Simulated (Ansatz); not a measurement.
The starting structures come from a database of crystals and need not be the phases stable at ambient conditions.

**Evanescent states of TaAgO$_{3}$ (R-3c, not sure to be the ambient phase, 10 atoms a cell, 12.5 Å³ an atom, -7 GPa at this level) along the normal of (001)**

All values below come from r2SCAN (plane waves, PAW; Ansatz, a first-principles code).

The gap is the functional's own, uncorrected, and κ follows it; spin-orbit coupling is left out. Mid-gap values are interpolated between the computed energies.

Energies count from the valence-band top; κ is the least over a 6×6 mesh across the current.

```
E (eV)  κ (1/Å)  where
------  -------  -----
0.06      0.148  off Γ
0.18      0.190  off Γ
0.30      0.218  off Γ
0.42      0.238  off Γ
0.54      0.252  off Γ
0.66      0.263  off Γ
0.78      0.270  off Γ
0.90      0.274  off Γ
1.02      0.275  off Γ
1.14      0.274  off Γ
1.26      0.270  off Γ
1.38      0.263  off Γ
1.50      0.254  off Γ
1.62      0.242  off Γ
1.74      0.226  off Γ
1.86      0.206  off Γ
1.98      0.179  off Γ
2.10      0.144  off Γ
2.22      0.090  off Γ
```

Problem. How thick must the barrier be to attenuate the transmission by 10^4 when the electrodes' Fermi level lies at 0.66 eV, and what attenuation does that film give at 0.54 eV?

Solution. d = 4 ln 10 / (2 × 0.263) = 17.5 Å. At 0.54 eV it gives 4 × 0.252/0.263 = 3.8 decades.
